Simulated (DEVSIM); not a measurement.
abrupt Ge p-n junction

System: abrupt Ge p-n junction, at 300 K.

```tsv
layer (left to right)	material	thickness (μm)	Nd (cm⁻³)	Na (cm⁻³)	τn (s)	τp (s)
1	Ge	0.110	-	1.3e16	0.00021	0.00021
2	Ge	66.0	5e15	-	0.00021	0.00021
```

Left contact: ohmic. Right contact: ohmic. Voltage is applied to the left contact. Recombination: SRH at mid-gap, Auger. Mobility is μmin + (μ − μmin)/(1 + (N/Nref)^α).

This is a model device: material constants are rounded textbook-type values typed into the input, and sizes, dopings and lifetimes were drawn at random. Values at 300 K.

| parameter | Ge |
|---|---|
| gap (eV) | 0.664 |
| affinity (eV) | 4 |
| permittivity | 16 |
| Nc (cm⁻³) | 1.04e19 |
| Nv (cm⁻³) | 6e18 |
| μn (cm²/Vs) | 3900 |
| μp (cm²/Vs) | 1900 |
| μn,min | 150 |
| μp,min | 100 |
| Nref,n | 2.6e17 |
| Nref,p | 4e17 |
| αn | 0.56 |
| αp | 0.6 |
| Cn (cm⁶/s) | 1e-31 |
| Cp (cm⁶/s) | 1e-31 |

Simulated with DEVSIM: 1D drift-diffusion, Boltzmann statistics, complete ionisation; no tunnelling, impact ionisation, image-force lowering or self-heating.

```json
{
 "potential_step_across_the_device_at_zero_bias": "0.308 V",
 "largest_field_in_the_device_at_zero_bias": "15000 V/cm",
 "Dark forward voltage at 1 A/cm²": "0.067 V",
 "Dark forward voltage at 100 A/cm²": "0.416 V"
}
```

Small-signal capacitance in reverse bias (quasi-static):

```tsv
V (V)	C (nF/cm²)
-0.4	27.0
-1	20.2
-2	15.4
-3	12.9
-4	11.4
-6	9.41
```

Dark reverse current:

```csv
V (V),J (A/cm²)
-0.40,-0.21
-1.00,-0.36
-2.00,-0.56
-3.00,-0.73
-4.00,-0.88
-6.00,-1.1
```
